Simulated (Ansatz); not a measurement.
An Ansatz (a quantum-chemistry and plane-wave program) run: CoSi with a change (pressure 18 GPa); Ansatz r2SCAN, no spin-orbit coupling.

Input:

Ansatz 0.2 input:
```yaml
crystal:
  lattice:
    - [4.3339196882, 0, 0]
    - [0, 4.3339196882, 0]
    - [0, 0, 4.3339196882]
  atoms:
    - { symbol: Co, position: [0.1465574978, 0.1465574978, 0.1465574978] }
    - { symbol: Co, position: [0.6465574978, 0.3534425022, 0.8534425022] }
    - { symbol: Co, position: [0.8534425022, 0.6465574978, 0.3534425022] }
    - { symbol: Co, position: [0.3534425022, 0.8534425022, 0.6465574978] }
    - { symbol: Si, position: [0.8439749924, 0.8439749924, 0.8439749924] }
    - { symbol: Si, position: [0.3439749924, 0.6560250076, 0.1560250076] }
    - { symbol: Si, position: [0.1560250076, 0.3439749924, 0.6560250076] }
    - { symbol: Si, position: [0.6560250076, 0.1560250076, 0.3439749924] }
basis: { ecutwfc: 500, ecutrho_ratio: 4, xc_grid: 4, fft_grid_basis: typed }
kpoints: { mp_grid: { grid: [11, 11, 11] } }
hamiltonian:
  xc: r2scan
  dispersion: none
  pseudopotentials: { kind: paw }
scf: { occupations: { method: fermi_dirac, width: 0.05 } }
relax: { f_tol: 0.01, max_steps: 60, cell: { stress_tol: 0.02, p_target: 18.0 } }
output: { forces: true, stress: true }
checkpoint: { write: state.ck, write_every: 1000 }
```

Output (explanatory and most iteration lines left out):

```
Relaxation: its limit of steps is 60 (relax.max_steps)
Pseudopotential: Co, paw, valence charge 17
Pseudopotential: Si, paw, valence charge 4
Crystal: 8 atoms, lattice volume = 81.403 Å³
Basis set: ecut = 500 eV, 2103 PW (Γ), exchange–correlation on 128×128×128 points (64 copies of the dense FFT grid, shifted against one another)
Bands: 51, of which v1, the nominal top of the filled ones, is band 42 counted from 1 (41 counted from 0)
Symmetry: 12 space group operations
Space group: P213 (ITA 198), of the structure as read, at distance tolerance 4.3e-5 Å
k-points: 76 of 1331 (time reversal used)
Functional: x = r2scan, c = r2scan; τ floored in thin density (d = 2e-4 eV/Å³)
SCF iter   1: F=—  HF=-23086.017218 eV  |F-HF|=—  |Δ(HF+E_count)|=         —  Δρ=2.57e-2  dr2=3.96e-1  dr2_τ=2.49e-1  ethr=1.77e-3  ⟨swp⟩=6.7  Hψ=15374  notcnv=0  defer=26
SCF iter   2: F=—  HF=-23086.268837 eV  |F-HF|=—  |Δ(HF+E_count)|=   2.52e-1  Δρ=1.30e-2  dr2=6.47e-2  dr2_τ=1.42e-3  ethr=4.71e-4  ⟨swp⟩=2.7  Hψ=7052  notcnv=0  defer=173
SCF 1 converged in 8 iterations: F = -23086.251608 eV  dr2 = 4.99e-8
relax step   1: F+E_penalty+E_count = -23086.25160788 eV  Δ(F+E_penalty+E_count) = +0.000e0 eV  max|allowed force component| = 4.045e-3 eV/Å  Δτ_max = 0.0000 Å  P = +9.004 GPa  Ω = 81.403 Å³  (8 SCF iters, dr2 threshold 1.00e-7 eV, accepted)
[... steps on the carried basis left out ...]
relax step   6: F+E_penalty+E_count = -23086.05519457 eV  Δ(F+E_penalty+E_count) = +1.049e-3 eV  max|allowed force component| = 2.262e-5 eV/Å  Δτ_max = 0.0000 Å  P = +17.983 GPa  Ω = 79.050 Å³  stress off target by 1.66e-2 GPa  SCF on the basis re-selected at this cell (its energy is not comparable with the rows above)  (7 SCF iters)
SCF converged after 7 iterations
Free energy (F): -23086.055195 eV
Internal energy: -23086.045446 eV  (E = F + TS)
E sigma→0 (E₀):  -23086.050320 eV
Entropy (-TS):   -0.009748 eV (-1.219 meV/atom)
Fermi energy:    18.600272 eV
--- Forces (eV/Å), atoms counted from 1 ---
  atom   1  Co    -0.00001789    -0.00001789    -0.00001789
  atom   2  Co    -0.00001789     0.00001789     0.00001789
  atom   3  Co     0.00001789    -0.00001789     0.00001789
  atom   4  Co     0.00001789     0.00001789    -0.00001789
  atom   5  Si    -0.00002262    -0.00002262    -0.00002262
  atom   6  Si    -0.00002262     0.00002262     0.00002262
  atom   7  Si     0.00002262    -0.00002262     0.00002262
  atom   8  Si     0.00002262     0.00002262    -0.00002262
--- Stress (GPa, compression-positive) ---
       17.983404       0.000000       0.000000
        0.000000      17.983404       0.000000
        0.000000       0.000000      17.983404
  P = ⅓ Tr σ = 17.9834 GPa (179.834 kbar)
--- Relaxed structure (5 steps of the walk, 5 accepted, 1 SCFs on fresh bases) ---
  cell:  # Å, volume = 79.0498 Å³
    - [4.291741555153598, 1.1555579666323413e-33, 7.703719777548943e-34]
    - [1.3481509610710651e-33, 4.291741555153598, -1.3842621475283258e-34]
    - [7.703719777548943e-34, -1.3842621475283258e-34, 4.291741555153598]
  atoms:
    - { symbol: Co, position: [0.14730543478278194, 0.14730543478278194, 0.14730543478278194] }
    - { symbol: Co, position: [0.6473054347827819, 0.3526945652172181, 0.852694565217218] }
    - { symbol: Co, position: [0.852694565217218, 0.6473054347827819, 0.3526945652172181] }
    - { symbol: Co, position: [0.3526945652172181, 0.852694565217218, 0.6473054347827819] }
    - { symbol: Si, position: [0.8442916881938659, 0.8442916881938659, 0.8442916881938659] }
    - { symbol: Si, position: [0.3442916881938662, 0.6557083118061339, 0.15570831180613381] }
    - { symbol: Si, position: [0.15570831180613381, 0.3442916881938662, 0.6557083118061339] }
    - { symbol: Si, position: [0.6557083118061339, 0.15570831180613381, 0.3442916881938662] }
```

Load acts through the strain it causes; cell and atoms are relaxed under it. Stability against distortions was not tested. No other phases were tried under pressure. The final runs are not spin-polarised. The cell was made from CoSi (space group P2_13, No. 198; non-magnetic) by this change: pressure 18 GPa.
